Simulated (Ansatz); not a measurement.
# In2Au, pressure series

The reference is In2Au (space group Fm-3m, No. 225).

In$_{2}$Au is taken in the cubic space group Fm-3m (No. 225), Pearson symbol cF12. Lattice parameters: a = 6.539 Å, b = 6.539 Å, c = 6.539 Å, α = 90.00°, β = 90.00°, γ = 90.00°. In on 8c sees 4 Au at 2.831 Å and 6 In at 3.269 Å. Au on 4a has 8 In at 2.831 Å (cubic). (Neighbours: up to the widest gap in distance over summed covalent radii, below 1.35, at either atom.)
(The calculation used a cell of 3 atoms; values per cell refer to that cell.)

Cell and atoms are relaxed at each pressure.

The values are results of DFT with PBEsol, PAW potentials and a 420 eV plane-wave cutoff in Ansatz (a program for electronic structure), no SOC, not measurements.

| pressure (GPa) | volume per atom (Å³/atom) |
|---|---|
| -2 | 24.101 |
| -1 | ? |
| 0 | 23.297 |
| 0.3 | 23.194 |
| 1.5 | 22.815 |
| 3 | 22.399 |
| 5 | 21.916 |
| 7.5 | 21.397 |
| 10 | 20.956 |

Problem. Fit the third-order Birch–Murnaghan form P(V) = (3B₀/2)[(V₀/V)^(7/3) − (V₀/V)^(5/3)]·[1 + (3/4)(B₀′ − 4)((V₀/V)^(2/3) − 1)] (squares taken in P) to the rows shown and predict the withheld row.

Solution. Least squares on the printed values gives V₀ = 23.300 Å³/atom, B₀ = 66.5 GPa, B₀′ = 6.7; this predicts 23.672 Å³/atom, and the run gives 23.673 Å³/atom, in agreement.

Load acts through the strain it causes; cell and atoms are relaxed under it. No phonon test of stability was made. Competing high-pressure phases were not computed.
